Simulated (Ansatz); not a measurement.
The reference is ZnS in the wurtzite structure (space group P6_3mc, No. 186; a = 3.807 Å, c = 6.246 Å).

Perturbation: full substitution S → O; the structure is relaxed again.

Levels (all Ansatz, a quantum-chemistry and plane-wave program, PAW, earlier PAW set): r2SCAN (500 eV, without spin-orbit coupling); HSE06 (420 eV, no spin-orbit coupling).

The geometry is relaxed with r2SCAN.

- r2SCAN band gap: 1.23 eV

Question: How does going to HSE06 change the band gap?

Answer: The band gap goes up by 1.29 eV to 2.52 eV.

Single points use the geometry relaxed with r2SCAN. Whether these cells are dynamically stable was not tested.
